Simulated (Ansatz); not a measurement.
Base system: ZnS in the wurtzite structure (space group P6_3mc, No. 186).

```yaml
crystal:
  lattice:
    - [3.73826, 0.00000, 0.00000]
    - [-1.86913, 3.23743, 0.00000]
    - [0.00000, 0.00000, 6.14288]
  atoms:
    - { symbol: Zn, position: [0.33333, 0.66667, 0.00059] }
    - { symbol: Zn, position: [0.66667, 0.33333, 0.50059] }
    - { symbol: S, position: [0.33333, 0.66667, 0.37441] }
    - { symbol: S, position: [0.66667, 0.33333, 0.87441] }
```

Cartesian axes are those of the cell as printed.

The values are results of LDA (Ansatz, an electronic-structure program), scalar-relativistic without spin-orbit coupling, not measurements.

Now apply this change: the cell is compressed by 0.60 % along z with no lateral relaxation, atoms relaxed at fixed cell.

### Question
Predict the stress tensor and what it implies for the stiffness.

### Answer
Stress of the strained cell less that of the base (GPa, compression positive):
```
   0.31    0.00    0.00
   0.00    0.31    0.00
   0.00    0.00    1.00
```

Then −Δσ_ii/ε with ε = -0.0060 gives relaxed-ion elastic constants: C33 ≈ 166 GPa, C13 ≈ 52 GPa and C23 ≈ 52 GPa.

No phonon test of stability was made.
